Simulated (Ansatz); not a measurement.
Worked example: self-consistent single point of CdIn₃ (Fm-3m, 4 atoms in the cell) in Ansatz (a quantum-chemistry and plane-wave program).

Method: LDA (PW92), default PAW files made with PBE (plane waves; Ansatz).

```xyz
4
Lattice="0.0000 3.7274 3.7274 3.7274 0.0000 3.7274 3.7274 3.7274 0.0000" Properties=species:S:1:pos:R:3 pbc="T T T"
Cd     0.0000     0.0000     0.0000
In     1.8637     1.8637     1.8637
In     5.5911     5.5911     5.5911
In     3.7274     3.7274     3.7274
```

Reference input (self-consistent single point, DFT, LDA (PW92), plane waves, default PAW files made with PBE): basis.ecutwfc = 30.9 Ry; kpoints.mp_grid.grid = 10 10 10; hamiltonian.xc = lda; hamiltonian.pseudopotentials = {kind: paw} (the program's default PAW files); scf.occupations.method = fermi_dirac; scf.occupations.width = 0.0037 Ry. This run's input differs from it in these lines:

Ansatz 0.2 input:
```diff
@@ -12,3 +12,3 @@
 basis:
-  ecutwfc: 30.9 Ry
+  ecutwfc: 61.7 Ry
 kpoints:
```

Log, with long lists cut:

```
SCF iter   1: F=—  HF=-24489.086601 eV  |F-HF|=—  |Δ(HF+E_count)|=         —  Δρ=7.86e-3  dr2=4.05e-2  ethr=1.77e-3  ⟨swp⟩=6.8  Hψ=6867  notcnv=0  defer=2
all-band conjugate gradients solve this SCF's bands
preconditioner: auto → Kerker (q_TF=auto, 2.484 Å⁻¹)
SCF iter   2: F=—  HF=-24489.072792 eV  |F-HF|=—  |Δ(HF+E_count)|=   1.38e-2  Δρ=2.85e-3  dr2=4.93e-3  ethr=6.86e-5  ⟨swp⟩=3.0  Hψ=3714  notcnv=0  defer=40
SCF iter   3: F=—  HF=-24489.071132 eV  |F-HF|=—  |Δ(HF+E_count)|=   1.66e-3  Δρ=5.73e-4  dr2=1.72e-4  ethr=8.35e-6  ⟨swp⟩=2.0  Hψ=2599  notcnv=0  defer=40
SCF iter   4: F=—  HF=-24489.071135 eV  |F-HF|=—  |Δ(HF+E_count)|=   3.16e-6  Δρ=1.59e-4  dr2=1.72e-5  ethr=2.92e-7  ⟨swp⟩=2.0  Hψ=2099  notcnv=0  defer=40
SCF iter   5: F=—  HF=-24489.071106 eV  |F-HF|=—  |Δ(HF+E_count)|=   2.87e-5  Δρ=4.27e-5  dr2=2.43e-6  ethr=2.92e-8  ⟨swp⟩=2.9  Hψ=3117  notcnv=0  defer=40
SCF iter   6: F=-24489.071106 eV  HF=-24489.071106 eV  |F-HF|=2.04e-8  |Δ(HF+E_count)|=   2.22e-7  Δρ=9.57e-6  dr2=7.68e-8  ethr=1.69e-10  ⟨swp⟩=7.4  Hψ=8194  notcnv=0
SCF 1 converged in 6 iterations: F = -24489.071106 eV  dr2 = 7.68e-8
Free energy (F): -24489.071106 eV
Internal energy: -24489.056094 eV  (E = F + TS)
E sigma→0 (E₀):  -24489.063600 eV
Entropy (-TS):   -0.015012 eV (-3.753 meV/atom)
Fermi energy:    10.288078 eV
--- Forces (eV/Å), atoms counted from 1 ---
  atom   1  Cd    -0.00000000     0.00000000    -0.00000000
   [... zero for the other atoms too ...]
--- Stress (GPa, compression-positive) ---
       -3.297986       0.000000       0.000000
       -0.000000      -3.297986      -0.000000
        0.000000      -0.000000      -3.297986
  P = ⅓ Tr σ = -3.2980 GPa (-32.980 kbar)
  The stress holds the Pulay correction. Without it, at fixed plane waves, as pw.x and ABINIT print it: P = -3.2995 GPa
```

The run converged in 6 iterations. Against the reference run the free energy drops by 1.3 meV/atom and the pressure moves little (-3.29 to -3.30 GPa).

The starting cell comes from a database of computed structures (which also holds hypothetical and non-ambient phases and stackings), without a prior relaxation at this level. Its lattice was rescaled by a random factor within 2.5 % of one. Ansatz's pressure includes its estimate of the finite-basis (Pulay) stress.
